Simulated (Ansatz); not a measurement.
# GaP, carrier doping

Start from GaP in the zinc blende structure (space group F-43m, No. 216; a = 5.438 Å).

Carriers are added at fixed cell with a uniform background; the Fermi–Dirac width is that of 300 K.

Level of theory: plane-wave PAW DFT at the PBEsol level (Ansatz, a first-principles code, 420 eV), no spin-orbit coupling.

Notes on the quantities. Fermi level from band edge: Fermi level relative to the doped band's edge (positive inside the band; to 0.05 eV).

```json
[
 {"hole density (10^21 cm⁻³)": "0.5", "Fermi level from band edge (eV)": "0.15"},
 {"hole density (10^21 cm⁻³)": "1", "Fermi level from band edge (eV)": "0.25"},
 {"hole density (10^21 cm⁻³)": "3", "Fermi level from band edge (eV)": "?"},
 {"hole density (10^21 cm⁻³)": "10", "Fermi level from band edge (eV)": "0.95"}
]
```

### Question
Fit E_F = C n^s, fitted as a line in log–log form (a parabolic band gives s = 2/3) to the rows shown and predict the withheld row.

### Answer
Least squares on the printed values gives C = 0.24 eV, s = 0.61 (largest residual 0.01 eV); this predicts 0.46 eV, and the run gives 0.50 eV, in agreement.

Carriers are added with a uniform compensating background; total energy and stress of such cells depend on the potential's zero and are not compared; many-body gap narrowing is missing at this level. Stability against distortions was not tested.
